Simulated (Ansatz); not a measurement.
System: stishovite (SiO2). Method: r²SCAN in Ansatz (PAW).

Numerical settings: plane-wave cutoff 560 eV, 8×8×12 k mesh (along the axes of the cell as run), Fermi–Dirac smearing 0.01 eV, scalar-relativistic PAW data made under PBE.

Computed at the level's own relaxed cell.

```yaml
crystal:
  lattice:
    - [4.18496, 0.00000, 0.00000]
    - [0.00000, 4.18496, 0.00000]
    - [0.00000, 0.00000, 2.66874]
  atoms:
    - { symbol: Si, position: [0.00000, 0.00000, 0.00000] }
    - { symbol: Si, position: [0.50000, 0.50000, 0.50000] }
    - { symbol: O, position: [0.30611, 0.30611, 0.00000] }
    - { symbol: O, position: [0.80611, 0.19389, 0.50000] }
    - { symbol: O, position: [0.19389, 0.80611, 0.50000] }
    - { symbol: O, position: [0.69389, 0.69389, 0.00000] }
```

### Question
List the 20 lowest band energies at Γ above −25 eV (eV, relative to the valence band maximum), grouping those that round alike.

### Answer
At Γ: -23.51, -19.93 (×2), -19.67, -11.02, -6.48 (×2), -6.31, -5.44, -5.15, -3.16 (×2), -2.50, -0.88 (×2), 0.00, 6.51, 7.67, 9.51 (×2).

Ansatz is a program for electronic structure.
